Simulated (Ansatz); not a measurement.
# Zr: alloy series

Base system: Zr in the hcp (Mg type) structure (space group P6_3/mmc, No. 194; a = 3.232 Å, c = 5.174 Å).

The other end (x = 1) is Hf in the hcp (Mg type) structure (space group P6_3/mmc, No. 194): 22.53 Å³/atom, gap zero.

Hf replaces a fraction x of Zr; each row is one arrangement (x, atoms in the cell, starting space group or random), fully relaxed.

Computed with plane-wave PAW DFT at the PBE level (Ansatz, a first-principles code, 420 eV), no spin-orbit coupling, earlier PAW set.

Candidates:
(a) x(Hf) = 0.667, 6 atoms, C2/m
(b) x(Hf) = 0.375, 8 atoms, Pmm2
(c) x(Hf) = 0.625, 8 atoms, Pm

Base values:

The shortest interatomic distance comes out as 3.189 Å.

### Question
Order them by shortest interatomic distance, highest first.

### Answer
(b) x(Hf) = 0.375, 8 atoms, Pmm2 (3.158 Å), (a) x(Hf) = 0.667, 6 atoms, C2/m (3.125 Å), (c) x(Hf) = 0.625, 8 atoms, Pm (3.115 Å)

These are small ordered cells, not random alloys; other orderings at the same x differ. No phonon test of stability was made. All final runs are without spin polarisation.
